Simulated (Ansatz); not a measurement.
# Effect of tensor shear ε_xy = +1.43 % on GaP

Start from GaP in the zinc blende structure (space group F-43m, No. 216; a = 5.3914 Å). Axes: x, y, z lie along the cube axes.

Modification: tensor shear ε_xy = +1.43 % (engineering shear γ = 0.0286), atoms relaxed at fixed cell.

Calculations: LDA in Ansatz (plane waves to 420 eV, PAW, no SOC). k-mesh 11×11×11 (Γ-centred); smearing 0.05 eV (Fermi–Dirac).

| quantity | base | changed | shift |
|---|---|---|---|
| volume per atom | 19.59 Å³ | 19.59 Å³ | 0.00 Å³ |
| space group | F-43m (No. 216) | Imm2 (No. 44) | – |
| shortest interatomic distance | 2.335 Å | 2.325 Å | -0.0093 Å |
| energy relative to the base (free energy F) | 0 meV/atom | +3.6 meV/atom | +3.6 meV/atom |
| pressure (mean of the normal stresses, compression positive) | -0.01 GPa | 0.02 GPa | +0.024 GPa |
| band gap | 1.38 eV | 1.16 eV | -0.227 eV |
| gap character | – | indirect, Γ → X | – |
| valence-band top at Γ (three highest levels, from the VBM) | 0.00, 0.00, 0.00 eV | 0.00, -0.13, -0.23 eV | – |
| largest internal atomic displacement | – | 0.011 Å | – |
| stress (xx, yy, zz, yz, xz, xy; compression positive) | – | (0.03, 0.03, -0.02, 0.00, 0.00, -2.03) GPa | – |

Cost of the whole job for the changed cell (relaxation, final SCF and bands): around 50 core-seconds (rough).

The cells carry an imposed strain or load. No phonon test of stability was made. Labels are those of the standard path for the cell's own space group.

Ansatz is a program for electronic structure.
